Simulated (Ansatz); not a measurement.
The parent structure is FeAs in the CsCl type structure (space group Pm-3m, No. 221; ferromagnetic; a hypothetical phase, not in the database extracts checked).

```
FeAs
1.0
    3.04318     0.00000     0.00000
    0.00000     3.04318     0.00000
    0.00000     0.00000     3.04318
Fe As
1 1
Cartesian
  0.00000   0.00000   0.00000
  1.52159   1.52159   1.52159
```

Computed with r2SCAN/PAW in Ansatz (a quantum-chemistry and plane-wave program), no spin-orbit coupling.

Each order is relaxed in cell and atoms; arrows give the starting signs on the magnetic atoms.

One change was made to it. Results:

The energy goes up by 0.04 eV/atom (to 0.01 eV only: unlike meshes or grids); the volume per atom drops by 0.05 Å³, from 14.09 Å³ to 14.04 Å³.

Problem. Which of these changes matches the shifts?
A. ↑↓ start, q = (0, 1/2, 1/2), 4 atoms
B. ↑↓ start, q = (0, 0, 1/2), 4 atoms
C. non-magnetic
D. ↑↓ start, q = (1/2, 1/2, 1/2), 4 atoms

Solution. A, ↑↓ start, q = (0, 1/2, 1/2), 4 atoms. For comparison, the volume per atom in the other runs: ↑↓ start, q = (1/2, 1/2, 1/2), 4 atoms gives 14.82 Å³; non-magnetic gives 12.38 Å³; ↑↓ start, q = (0, 0, 1/2), 4 atoms gives 14.50 Å³.

The magnetic state is the one reached from the starting moments; the real material's order can differ, and small cells can't hold many antiferromagnetic ones. Stability against distortions was not tested. Spin-polarised in the final run: ↑↓ start, q = (0, 1/2, 1/2), 4 atoms, base, ↑↓ start, q = (1/2, 1/2, 1/2), 4 atoms and ↑↓ start, q = (0, 0, 1/2), 4 atoms; the other runs are not. FeAs has a high density of states at the Fermi level and may be magnetic at this level.
